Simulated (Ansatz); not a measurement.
## Input and output of a self-consistent single point for a (110) slab of CoAl (cut from a parent of space group no. 221; 10 atoms in the cell) (Ansatz)

Method: PBEsol, default PAW files made with PBE (plane waves; Ansatz, a program for electronic structure).

This input was run:

Ansatz 0.2 input:
```yaml
# AlCo
crystal:
  lattice:
    - [2.851420, 0.000000, 0.000000]
    - [0.000000, 4.032517, 0.000000]
    - [0.000000, 0.000000, 22.065000]
  atoms:
    - { symbol: Al, position: [0.500000, 0.250000, 0.317245] }
    - { symbol: Co, position: [0.000000, 0.750000, 0.317245] }
    - { symbol: Al, position: [0.500000, 0.750000, 0.408620] }
    - { symbol: Co, position: [0.000000, 0.250000, 0.408620] }
    - { symbol: Al, position: [0.500000, 0.250000, 0.500000] }
    - { symbol: Co, position: [0.000000, 0.750000, 0.500000] }
    - { symbol: Al, position: [0.500000, 0.750000, 0.591375] }
    - { symbol: Co, position: [0.000000, 0.250000, 0.591375] }
    - { symbol: Al, position: [0.500000, 0.250000, 0.682755] }
    - { symbol: Co, position: [0.000000, 0.750000, 0.682755] }
basis:
  ecutwfc: 30.9 Ry
kpoints:
  mp_grid:
    grid: [9, 7, 1]
hamiltonian:
  xc: pbesol
  pseudopotentials:
    kind: paw
scf:
  occupations:
    method: gaussian
    width: 0.0073 Ry
output:
  forces: true
  eigenvalues: true
  stress: true
```

Log, with long lists cut:

```
WARN the atoms were moved onto the symmetric positions of the space group found under crystal.symmetry.tolerance 1.0e-5 (fractional …
WARN ansatz: RAYON_NUM_THREADS=1 ignored (pool sized by the plan → 1); use --threads N
Pseudopotentials: kind: paw
Pseudopotential: Al, paw, valence charge 3
Pseudopotential: Co, paw, valence charge 17
Crystal: 10 atoms, lattice volume = 253.712 Å³
Basis set: ecut = 420.4159175005146 eV, 4997 PW (Γ), exchange–correlation on 40×54×300 points (8 copies of the dense FFT grid, shifted against one another)
Bands: 60, of which v1, the nominal top of the filled ones, is band 50 counted from 1 (49 counted from 0)
Symmetry: 8 space group operations
Space group: Pmmm (ITA 47), of the structure as read, at distance tolerance 6.3e-5 Å
k-points: 20 of 63
PAW frozen core: Al, regenerated for the run's functional, and the local potential with it
PAW frozen core: Co, regenerated for the run's functional, and the local potential with it
Initial density: superposition of atomic densities (neutral atoms: chi_scale 0, normalization atom), corrected by the library's trained network
Initial wavefunctions: pseudopotential atomic-orbital guess
Eigensolver: davidson
Functional: x = pbesol(κ = 0.804, μ = 0.12345679012345678), c = pbesol(β = 0.046)
SCF iter   1: F=—  HF=-28090.219788 eV  |F-HF|=—  |Δ(HF+E_count)|=         —  Δρ=1.67e-2  dr2=4.36e-1  ethr=1.77e-3  ⟨swp⟩=10.1  Hψ=5731  notcnv=0  defer=1
all-band conjugate gradients solve this SCF's bands
preconditioner: auto → LDOS
SCF iter   2: F=—  HF=-28090.406259 eV  |F-HF|=—  |Δ(HF+E_count)|=   1.86e-1  Δρ=3.55e-2  dr2=2.01e0  ethr=4.36e-4  ⟨swp⟩=2.4  Hψ=2531  notcnv=0  defer=63  recentre
SCF iter   3: F=—  HF=-28090.184253 eV  |F-HF|=—  |Δ(HF+E_count)|=   2.22e-1  Δρ=6.65e-3  dr2=7.19e-2  ethr=4.36e-4  ⟨swp⟩=2.9  Hψ=2467  notcnv=0  defer=63
SCF iter   4: F=—  HF=-28090.175911 eV  |F-HF|=—  |Δ(HF+E_count)|=   8.34e-3  Δρ=1.44e-3  dr2=4.42e-3  ethr=7.19e-5  ⟨swp⟩=2.1  Hψ=2022  notcnv=0  defer=63
SCF iter   5: F=—  HF=-28090.176252 eV  |F-HF|=—  |Δ(HF+E_count)|=   3.41e-4  Δρ=5.69e-4  dr2=7.09e-4  ethr=4.42e-6  ⟨swp⟩=2.6  Hψ=2093  notcnv=0  defer=63
SCF iter   6: F=—  HF=-28090.176511 eV  |F-HF|=—  |Δ(HF+E_count)|=   2.59e-4  Δρ=4.90e-4  dr2=4.37e-4  ethr=7.09e-7  ⟨swp⟩=2.2  Hψ=1890  notcnv=0  defer=63
SCF iter   7: F=—  HF=-28090.176515 eV  |F-HF|=—  |Δ(HF+E_count)|=   4.02e-6  Δρ=2.01e-4  dr2=5.79e-5  ethr=4.37e-7  ⟨swp⟩=1.9  Hψ=1414  notcnv=0  defer=63
SCF iter   8: F=—  HF=-28090.176510 eV  |F-HF|=—  |Δ(HF+E_count)|=   5.67e-6  Δρ=4.17e-5  dr2=2.65e-6  ethr=5.79e-8  ⟨swp⟩=2.0  Hψ=1627  notcnv=0  defer=63
SCF iter   9: F=—  HF=-28090.176522 eV  |F-HF|=—  |Δ(HF+E_count)|=   1.21e-5  Δρ=7.09e-5  dr2=6.40e-6  ethr=2.65e-9  ⟨swp⟩=3.0  Hψ=2522  notcnv=0  defer=63
SCF iter  10: F=—  HF=-28090.176521 eV  |F-HF|=—  |Δ(HF+E_count)|=   8.98e-7  Δρ=9.23e-6  dr2=2.80e-7  ethr=2.65e-9  ⟨swp⟩=2.4  Hψ=2167  notcnv=0  defer=63
SCF iter  11: F=-28090.176521 eV  HF=-28090.176521 eV  |F-HF|=1.25e-8  |Δ(HF+E_count)|=   2.10e-8  Δρ=3.26e-6  dr2=2.73e-8  ethr=1.00e-10  ⟨swp⟩=14.1  Hψ=5624  notcnv=0
SCF 1 converged in 11 iterations: F = -28090.176521 eV  dr2 = 2.73e-8
SCF converged after 11 iterations
Free energy (F): -28090.176521 eV
Harris-Foulkes:  -28090.176521 eV  (|F-HF|=1.25e-8)
Internal energy: -28090.139797 eV  (E = F + TS)
E sigma→0 (E₀):  -28090.158159 eV
Entropy (-TS):   -0.036724 eV (-3.672 meV/atom)
Fermi energy:    3.817136 eV
--- Per-component energies (eV) ---
  E_band       = -2437.330413
  E_kinetic    = 2406.513977
  E_local      = -105737.864080  (includes V_loc(G=0)·N_el)
  E_nonlocal   = 2347.523099
  E_hartree    = 51100.907524
  E_xc         = -988.482658
  E_vxc        = -1171.749501  (∫ρ·V_xc dr)
  E_paw        = -9703.044652  (= ΣΔE_a)
  E_vpaw       = -2483.619566  (= ΣTr[D̂ρ^β])
  E_aug_tail   = 0.000234  (compensation charges beyond the density's cutoff)
  E_ewald      = 32483.268969
  E_core_change = 1.037791  (= ΣΔE_core)
  E_smearing   = -0.036724  (= −TS)
  E_closure    = -0.000000  (closes the sum)
  Σ components = -28090.176521   (vs F -28090.176521, Δ=0.00e0)
--- Forces (eV/Å), atoms counted from 1 ---
  atom   1  Al     0.00000000    -0.00000000    -0.43688394
  atom   2  Co     0.00000000     0.00000000     0.87873110
  atom   3  Al     0.00000000    -0.00000000    -0.37099272
  atom   4  Co     0.00000000     0.00000000     0.35231333
  atom   5  Al     0.00000000    -0.00000000     0.00000000
  atom   6  Co     0.00000000     0.00000000     0.00000000
  atom   7  Al     0.00000000     0.00000000     0.37099272
  atom   8  Co     0.00000000    -0.00000000    -0.35231333
  atom   9  Al     0.00000000     0.00000000     0.43688394
  atom  10  Co     0.00000000    -0.00000000    -0.87873110
  max |Σ_I F_I| component: 7.89e-31 eV/Å
--- Stress (GPa, compression-positive) ---
       -5.390150       0.000000      -0.000000
        0.000000      -4.303782      -0.000000
       -0.000000      -0.000000      -2.202300
  P = ⅓ Tr σ = -3.9654 GPa (-39.654 kbar)
  The stress holds the Pulay correction. Without it, at fixed plane waves, as pw.x and ABINIT print it: P = -4.0160 GPa
--- Band table (eV; the first three rows and the last of 20) ---
  k-point 0: bands = ["-90.4779", "-90.3802", "-90.3802", "-90.0574", "-90.0574", "-53.9468", "-53.9292", "-53.8996", "-53.8407", "-53.8383", "-53.8295", "-53.8294", "-53.8164", "-53.8150", "-53.5967", "-53.5967", "-53.4796", "-53.4796", "-53.4364", [...]
  k-point 1: bands = ["-90.4779", "-90.3802", "-90.3802", "-90.0574", "-90.0574", "-53.9471", "-53.9292", "-53.8996", "-53.8403", "-53.8387", "-53.8295", "-53.8294", "-53.8160", "-53.8153", "-53.5967", "-53.5967", "-53.4797", "-53.4797", "-53.4364", [...]
  k-point 2: bands = ["-90.4778", "-90.3802", "-90.3802", "-90.0574", "-90.0574", "-53.9478", "-53.9294", "-53.8996", "-53.8397", "-53.8393", "-53.8295", "-53.8295", "-53.8162", "-53.8153", "-53.5967", "-53.5967", "-53.4799", "-53.4799", "-53.4363", [...]
  k-point 19: bands = ["-90.4749", "-90.3773", "-90.3773", "-90.0545", "-90.0545", "-53.9444", "-53.9404", "-53.9256", "-53.8704", "-53.8703", "-53.8368", "-53.8347", "-53.8131", "-53.8109", "-53.6360", "-53.6360", "-53.4763", "-53.4762", [...]
```

The run converged in 11 iterations.

The starting cell has typed, rounded lattice constants, without a prior relaxation at this level. The slab is cut from that crystal, and its faces are unrelaxed. Its lattice was rescaled by up to half a per cent. Spin polarisation is off.
